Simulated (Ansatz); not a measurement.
# A computed series for hypothetical Pm-3n AlN: pressure series

Start from AlN (space group Pm-3n, No. 223; a = 5.3724 Å; a hypothetical phase, not in the database extracts checked).

Cell and atoms are relaxed at each pressure.

Computed with PBE (Ansatz, a program for electronic structure), scalar-relativistic without spin-orbit coupling.

Notes on the quantities. enthalpy: H = E + PV relative to the base's energy.

| change | lattice parameter a | enthalpy |
|---|---|---|
| base | 5.372 Å | – |
| pressure −2 GPa | 5.396 Å | -0.16 eV/atom |
| pressure −1 GPa | 5.384 Å | -0.08 eV/atom |
| pressure 0.3 GPa | 5.369 Å | +0.02 eV/atom |
| pressure 0.7 GPa | 5.365 Å | +0.06 eV/atom |
| pressure 3 GPa | 5.339 Å | +0.24 eV/atom |
| pressure 5 GPa | 5.319 Å | +0.40 eV/atom |
| pressure 7.5 GPa | 5.294 Å | +0.59 eV/atom |
| pressure 10 GPa | 5.271 Å | +0.78 eV/atom |

Load acts through the strain it causes; cell and atoms are relaxed under it. No phonon test of stability was made. Competing high-pressure phases were not computed.
